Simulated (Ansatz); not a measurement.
Where the default PAW files enter, the runs use the earlier of Ansatz's two default sets.

The gap is the functional's own, uncorrected, and κ follows it; spin-orbit coupling is left out. Mid-gap values are interpolated between the computed energies.

A. BN (P6_3/mmc, 4 atoms a cell, 9.0 Å³ an atom), along the normal of (100)
B. ZnS (P6_3mc, 12 atoms a cell, 19.5 Å³ an atom), along the normal of (100)
C. SiC (P6_3mc, 16 atoms a cell, 10.3 Å³ an atom), along the normal of (100)

### Question
Rank these by mid-gap decay constant of the slowest evanescent state (highest first), as r2SCAN (Ansatz, a first-principles code) gives it.

### Answer
A (0.33 1/Å), C (0.23 1/Å), B (0.18 1/Å)
